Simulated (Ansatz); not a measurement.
System: ZnS (P3m1, No. 156, 40 atoms in the cell; start mp-556732; a measured phase of this formula has another space group). Method: r²SCAN in Ansatz (PAW).

Input file:

Ansatz 0.2 input:
```yaml
crystal:
  lattice:
    - [3.8096628708, 0.0, 0.0]
    - [-1.9048314354, 3.299264826, 0.0]
    - [0.0, 0.0, 62.2730724443]
  atoms:
    - { symbol: Zn, position: [0.3333333333, 0.6666666667, 0.0500440175] }
    - { symbol: Zn, position: [0.6666666667, 0.3333333333, 0.8000401777] }
    - { symbol: Zn, position: [0.3333333333, 0.6666666667, 0.7000301786] }
    - { symbol: Zn, position: [0.0, 0.0, 0.2999886284] }
    - { symbol: Zn, position: [0.6666666667, 0.3333333333, 0.3500442925] }
    - { symbol: Zn, position: [0.6666666667, 0.3333333333, 0.4999418326] }
    - { symbol: Zn, position: [0.6666666667, 0.3333333333, 0.9500248679] }
    - { symbol: Zn, position: [0.6666666667, 0.3333333333, 0.1000197948] }
    - { symbol: Zn, position: [0.0, 0.0, 0.649987413] }
    - { symbol: Zn, position: [0.3333333333, 0.6666666667, 0.5499847906] }
    - { symbol: Zn, position: [0.6666666667, 0.3333333333, 0.6000358611] }
    - { symbol: Zn, position: [0.0, 0.0, 1.000081624] }
    - { symbol: Zn, position: [0.0, 0.0, 0.4499747486] }
    - { symbol: Zn, position: [0.3333333333, 0.6666666667, 0.400004406] }
    - { symbol: Zn, position: [0.0, 0.0, 0.8999781068] }
    - { symbol: Zn, position: [0.0, 0.0, 0.1499947739] }
    - { symbol: Zn, position: [0.3333333333, 0.6666666667, 0.850010993] }
    - { symbol: Zn, position: [0.3333333333, 0.6666666667, 0.1999697636] }
    - { symbol: Zn, position: [0.0, 0.0, 0.7500825939] }
    - { symbol: Zn, position: [0.6666666667, 0.3333333333, 0.2499410859] }
    - { symbol: S, position: [0.0, 0.0, 0.3375254384] }
    - { symbol: S, position: [0.6666666667, 0.3333333333, 0.8375126063] }
    - { symbol: S, position: [0.0, 0.0, 0.9374480301] }
    - { symbol: S, position: [0.3333333333, 0.6666666667, 0.8874851174] }
    - { symbol: S, position: [0.6666666667, 0.3333333333, 0.2874124718] }
    - { symbol: S, position: [0.3333333333, 0.6666666667, 0.587521976] }
    - { symbol: S, position: [0.3333333333, 0.6666666667, 0.0875183079] }
    - { symbol: S, position: [0.0, 0.0, 0.037543821] }
    - { symbol: S, position: [0.0, 0.0, 0.7875426892] }
    - { symbol: S, position: [0.6666666667, 0.3333333333, 0.3875065366] }
    - { symbol: S, position: [0.3333333333, 0.6666666667, 0.7375647581] }
    - { symbol: S, position: [0.3333333333, 0.6666666667, 0.2374443673] }
    - { symbol: S, position: [0.0, 0.0, 0.4874474143] }
    - { symbol: S, position: [0.6666666667, 0.3333333333, 0.9875613932] }
    - { symbol: S, position: [0.6666666667, 0.3333333333, 0.5374107004] }
    - { symbol: S, position: [0.6666666667, 0.3333333333, 0.6374969063] }
    - { symbol: S, position: [0.6666666667, 0.3333333333, 0.1374949945] }
    - { symbol: S, position: [0.0, 0.0, 0.6874553846] }
    - { symbol: S, position: [0.3333333333, 0.6666666667, 0.4374781339] }
    - { symbol: S, position: [0.0, 0.0, 0.1874690021] }
basis:
  ecutwfc: 560
  ecutrho_ratio: 4
  xc_grid: 3
kpoints:
  mp_grid: { grid: [12, 12, 1] }
  band_path:
    path:
      - [0.0, 0.0, 0.0]
      - [0.055556, 0.0, 0.0]
      - [0.111111, 0.0, 0.0]
      - [0.166667, 0.0, 0.0]
      - [0.222222, 0.0, 0.0]
      - [0.277778, 0.0, 0.0]
      - [0.333333, 0.0, 0.0]
      - [0.388889, 0.0, 0.0]
      - [0.444444, 0.0, 0.0]
      - [0.5, 0.0, 0.0]
      - [0.466667, 0.066667, 0.0]
      - [0.433333, 0.133333, 0.0]
      - [0.4, 0.2, 0.0]
      - [0.366667, 0.266667, 0.0]
      - [0.333333, 0.333333, 0.0]
      - [0.30303, 0.30303, 0.0]
      - [0.272727, 0.272727, 0.0]
      - [0.242424, 0.242424, 0.0]
      - [0.212121, 0.212121, 0.0]
      - [0.181818, 0.181818, 0.0]
      - [0.151515, 0.151515, 0.0]
      - [0.121212, 0.121212, 0.0]
      - [0.090909, 0.090909, 0.0]
      - [0.060606, 0.060606, 0.0]
      - [0.030303, 0.030303, 0.0]
      - [0.0, 0.0, 0.5]
      - [0.055556, 0.0, 0.5]
      - [0.111111, 0.0, 0.5]
      - [0.166667, 0.0, 0.5]
      - [0.222222, 0.0, 0.5]
      - [0.277778, 0.0, 0.5]
      - [0.333333, 0.0, 0.5]
      - [0.388889, 0.0, 0.5]
      - [0.444444, 0.0, 0.5]
      - [0.5, 0.0, 0.5]
      - [0.466667, 0.066667, 0.5]
      - [0.433333, 0.133333, 0.5]
      - [0.4, 0.2, 0.5]
      - [0.366667, 0.266667, 0.5]
      - [0.333333, 0.333333, 0.5]
      - [0.30303, 0.30303, 0.5]
      - [0.272727, 0.272727, 0.5]
      - [0.242424, 0.242424, 0.5]
      - [0.212121, 0.212121, 0.5]
      - [0.181818, 0.181818, 0.5]
      - [0.151515, 0.151515, 0.5]
      - [0.121212, 0.121212, 0.5]
      - [0.090909, 0.090909, 0.5]
      - [0.060606, 0.060606, 0.5]
      - [0.030303, 0.030303, 0.5]
    npoints: 1
hamiltonian:
  xc: r2scan
  dispersion: none
  pseudopotentials: { kind: paw }
scf:
  occupations: { method: fermi_dirac, width: 0.01 }
  convergence: { dr2_threshold: 0.000000004 }
output:
  forces: true
  stress: true
  eigenvalues: true
  write_bands: true
```

The run printed, among other lines:

```
Crystal: 40 atoms, lattice volume = 782.716 Å³
Basis set: ecut = 560 eV, 23767 PW (Γ), exchange–correlation on 90×90×1458 points (27 copies of the dense FFT grid, shifted against one another)
Bands: 220, of which v1, the nominal top of the filled ones, is band 180 counted from 1 (179 counted from 0)
Symmetry: 6 space group operations
Space group: P3m1 (ITA 156), of the structure as read, at distance tolerance 9.2e-5 Å
k-points: 19 of 144 (time reversal used)
Functional: x = r2scan, c = r2scan; τ floored in thin density (d = 2e-4 eV/Å³)
SCF iter   1: F=—  HF=-84669.048438 eV  |F-HF|=—  |Δ(HF+E_count)|=         —  Δρ=1.55e-2  dr2=9.42e-1  dr2_τ=1.32e-1
SCF iter   2: F=—  HF=-84669.041626 eV  |F-HF|=—  |Δ(HF+E_count)|=   6.81e-3  Δρ=2.39e-3  dr2=2.64e-2  dr2_τ=5.30e-3
  ...
SCF iter   9: F=—  HF=-84669.006735 eV  |F-HF|=—  |Δ(HF+E_count)|=   1.25e-7  Δρ=1.28e-6  dr2=1.73e-8  dr2_τ=4.28e-10
SCF iter  10: F=-84669.006735 eV  HF=-84669.006735 eV  |F-HF|=1.43e-9  |Δ(HF+E_count)|=   1.48e-8  Δρ=5.04e-7  dr2=1.40e-9  dr2_τ=6.46e-11
SCF 1 converged in 10 iterations: F = -84669.006735 eV  dr2 = 1.40e-9
SCF converged after 10 iterations
Free energy (F): -84669.006735 eV
  ...
--- Stress (GPa, compression-positive) ---
       -0.001410       0.000000       0.000000
        0.000000      -0.001410      -0.000000
        0.000000      -0.000000       0.000974
  P = ⅓ Tr σ = -0.0006 GPa (-0.006 kbar)
```

The PAW data were made under PBE.

A start named mp-… is a Materials Project structure, which need not be a measured phase.

Ansatz is a first-principles code.
